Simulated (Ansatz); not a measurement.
## Al3BC: pressure series

The parent structure is Al$_{3}$BC (space group P6_3/mmc, No. 194; a cell from a computed database, its experimental status unchecked).

```yaml
crystal:
  lattice:
    - [3.48510, 0.00000, 0.00000]
    - [-1.74255, 3.01818, 0.00000]
    - [0.00000, 0.00000, 11.49918]
  atoms:
    - { symbol: Al, position: [0.66667, 0.33333, 0.92426] }
    - { symbol: Al, position: [0.33333, 0.66667, 0.07574] }
    - { symbol: Al, position: [0.33333, 0.66667, 0.42426] }
    - { symbol: Al, position: [0.66667, 0.33333, 0.57574] }
    - { symbol: Al, position: [0.00000, 0.00000, 0.75000] }
    - { symbol: Al, position: [0.00000, 0.00000, 0.25000] }
    - { symbol: B, position: [0.00000, 0.00000, 0.00000] }
    - { symbol: B, position: [0.00000, 0.00000, 0.50000] }
    - { symbol: C, position: [0.33333, 0.66667, 0.25000] }
    - { symbol: C, position: [0.66667, 0.33333, 0.75000] }
```

Cell and atoms are relaxed at each pressure.

Level of theory: PBEsol, PAW, 420 eV (Ansatz, an electronic-structure program; without spin-orbit coupling).

```tsv
pressure (GPa)	volume per atom (Å³/atom)
-2	12.264
-1	12.178
0	12.096
0.3	12.071
1.5	11.975
3	11.861
5	?
7.5	11.546
10	11.388
```

**Question.** Fit the third-order Birch–Murnaghan form P(V) = (3B₀/2)[(V₀/V)^(7/3) − (V₀/V)^(5/3)]·[1 + (3/4)(B₀′ − 4)((V₀/V)^(2/3) − 1)] (squares taken in P) to the rows shown and predict the withheld row.

**Answer.** Least squares on the printed values gives V₀ = 12.095 Å³/atom, B₀ = 148 GPa, B₀′ = 3.8; this predicts 11.716 Å³/atom, and the run gives 11.717 Å³/atom, in agreement.

Load acts through the strain it causes; cell and atoms are relaxed under it. Stability against distortions was not tested. Competing high-pressure phases were not computed.
